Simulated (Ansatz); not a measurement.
The reference is AlP in the zinc blende structure (space group F-43m, No. 216).

Space group F-43m (No. 216); a = b = c = 5.5078 Å, α = β = γ = 90.00°

| atom | site | symmetry | x | y | z |
|---|---|---|---|---|---|
| P | 4d | -43m | 0.7500 | 0.7500 | 0.7500 |
| Al | 4a | -43m | 0.0000 | 0.0000 | 0.0000 |
(The calculation used a cell of 2 atoms; values per cell refer to that cell.)

Method: PBE in Ansatz (plane waves to 420 eV, PAW, spin-orbit coupling left out).

Base values:

The density is 2.30 g/cm³ and the width of the top valence band is 2.72 eV.

Now apply this change: cell and atoms relaxed at a pressure of 9 GPa.

Task: What does the calculation give for the density and width of the top valence band after the change?

Result: The density increases by 0.22 g/cm³, from 2.30 g/cm³ to 2.52 g/cm³; the width of the top valence band rises by 0.30 eV to 3.02 eV.

The levels and masses belong to the bands next to the band gap. Load acts through the strain it causes; cell and atoms are relaxed under it. Whether these cells are dynamically stable was not tested. Tetrahedral semiconductors of this kind turn to denser phases somewhere between about 1 and 50 GPa; those were not computed, so compressed cells here can lie past the real transition.

Ansatz is a first-principles code.
